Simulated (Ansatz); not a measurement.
**Point defect N on the O site in monoclinic HfO2**

All values below come from PBE, PAW (plane waves to 420 eV; Ansatz, a program for electronic structure). The supercell holds 96 host sites (2×2×2 repeats of the unit cell), with a 2×2×2 shifted k-point sampling for the final energies. Site at the start: the O(2,4-fold) site. Finite-size correction: monopole term and site-potential alignment. Dielectric constants: PBE linear response of the host. Host gap at this level: 4.04 eV. A cell of this size leaves errors of a few tenths of an eV. PBE underestimates the host's gap, which shifts levels and can delocalise carriers. Spin–orbit coupling is left out, which matters for these heavy elements. Each state is the lowest found from its start.

Formation energies E_f are given with the Fermi level at the valence-band maximum. Chemical conditions: Hf-rich (Δμ(O) = -5.19 eV, Δμ(N) = -3.31 eV, bounded by rock-salt HfN; only phases computed here count, gases as isolated molecules at 0 K). Reference phases: N: N2 molecule in a box, O: O2 molecule in a box.

```json
[
 {"charge": "+1", "moment (μB)": "not spin-polarised", "point group": "C1", "largest move off a lattice site (Å)": "0.81", "image correction with alignment (eV)": "0.07", "E_f, Hf-rich (eV)": "3.26", "above the lowest spin state (eV)": "0.00"},
 {"charge": "+1", "moment (μB)": "2.0", "point group": "C1", "largest move off a lattice site (Å)": "0.23", "image correction with alignment (eV)": "0.08", "E_f, Hf-rich (eV)": "3.61", "above the lowest spin state (eV)": "0.35"},
 {"charge": "0", "moment (μB)": "1.0", "point group": "C1", "largest move off a lattice site (Å)": "0.12", "image correction with alignment (eV)": "0.00", "E_f, Hf-rich (eV)": "3.62", "above the lowest spin state (eV)": "0.00"},
 {"charge": "−1", "moment (μB)": "not spin-polarised", "point group": "C1", "largest move off a lattice site (Å)": "0.09", "image correction with alignment (eV)": "0.09", "E_f, Hf-rich (eV)": "4.06", "above the lowest spin state (eV)": "0.00"}
]
```

Point groups are those of the whole cell at tolerances of 0.03 and 0.1 Å ("near" where only the looser one holds); none is given for unsettled states.

Transition levels above the valence-band maximum: ε(+1/0) = 0.35 eV; ε(0/−1) = 0.45 eV. On the lower envelope of the bound states, inside the gap: (+1/0) at 0.35 eV; (0/−1) at 0.45 eV.

Flagged in the runs: a host whose relaxation on this sampling wasn't shown to rest.

All states together cost around 15 core-hours (rough).
